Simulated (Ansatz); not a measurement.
**HfN under a change: Hf → Gd**

The parent structure is HfN in the rock salt structure (space group Fm-3m, No. 225; a = 4.526 Å).

Now apply this change: Gd takes the place of Hf on all its sites, then cell and atoms are relaxed.

Computed with r2SCAN, PAW, 500 eV (Ansatz, a first-principles code; without spin-orbit coupling), earlier PAW set. Settings: 11×11×11 k-points, 0.05 eV Fermi–Dirac smearing, for the changed cell.

```tsv
quantity	base	changed	shift
volume per atom	11.59 Å³	15.38 Å³	+3.79 Å³
density	13.79 g/cm³	9.24 g/cm³	-4.55 g/cm³
lattice parameter a	4.526 Å	4.974 Å	+0.448 Å
space group	Fm-3m (No. 225)	Fm-3m (No. 225)	–
band gap	zero	zero	–
magnetic state	not spin-polarised	ferromagnetic	–
largest site moment	0.00 μB	6.93 μB	+6.93 μB
```

Final structure:

```yaml
crystal:
  lattice:
    - [0.00000, 2.48696, 2.48696]
    - [2.48696, 0.00000, 2.48696]
    - [2.48696, 2.48696, 0.00000]
  atoms:
    - { symbol: N, position: [0.00000, 0.00000, 0.00000] }
    - { symbol: Gd, position: [0.50000, 0.50000, 0.50000] }
```

Other magnetic orders, which the real material may have, were not ruled out. The state of the 4f shell was not checked for lower solutions. No phonon test of stability was made. Spin-polarised in the final run: GdN; the other runs are not. An odd electron count without spin: HfN.
